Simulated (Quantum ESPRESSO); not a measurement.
**Convergence test for HfMg₁₄Bi (Amm2, 16 atoms in the cell)**

```
HfMg14Bi
1.0
   10.39187     0.00000     0.00000
    0.00000     3.17299     5.58202
    0.00000    -3.17299     5.58202
Mg Hf Bi
14 1 1
Direct
  0.00000   0.16686   0.16686
  0.00000   0.66692   0.66692
  0.50000   0.16436   0.66864
  0.50000   0.66864   0.16436
  0.00000   0.16667   0.66699
  0.00000   0.66699   0.16667
  0.24690   0.33797   0.82713
  0.75310   0.82713   0.33797
  0.75310   0.33797   0.82713
  0.24690   0.82713   0.33797
  0.24655   0.33576   0.33576
  0.75345   0.33576   0.33576
  0.25127   0.83158   0.83158
  0.74873   0.83158   0.83158
  0.50000   0.66649   0.66649
  0.50000   0.16816   0.16816
```

Computed with LDA (PW92), PseudoDojo standard norm-conserving (LDA) pseudopotentials (plane waves; Quantum ESPRESSO 7.5).

The starting cell comes from a database of computed structures (which also holds hypothetical and non-ambient phases and stackings), without a prior relaxation at this level.

Held fixed: ecutwfc = 85 Ry; occupations = smearing; smearing = cold; degauss = 0.0036749 Ry; potentials = {Mg: Mg.upf, Hf: Hf.upf, Bi: Bi.upf}; conv_thr = 1e-10 Ry.

ΔF is the free energy per atom less that of the last row (automatic 2 4 4 1 1 1).

| K_POINTS | ΔF (meV/atom) | pressure (GPa) | largest force (eV/Å) | k-points | plane waves |
|---|---|---|---|---|---|
| automatic 1 1 1 1 1 1 | 37.7 | -2.03 | 0.713 | 1 | 32876 |
| automatic 1 2 2 1 1 1 | -63.8 | -2.76 | 0.248 | 2 | 32876 |
| automatic 2 3 3 1 1 1 | 11.6 | -2.54 | 0.124 | 4 | 32907 |
| automatic 2 4 4 1 1 1 | 0.00 | -2.56 | 0.157 | 6 | 32906 |

Largest force within 0.01 eV/Å of the last row: only the last setting itself: the one before it still differs by 0.033 eV/Å, so the series does not show convergence to this tolerance.

Pressure within 0.1 GPa of the last row: from K_POINTS = automatic 2 3 3 1 1 1 on; the one before it is off by 0.20 GPa. Only the last setting checks this, so the series should go further.
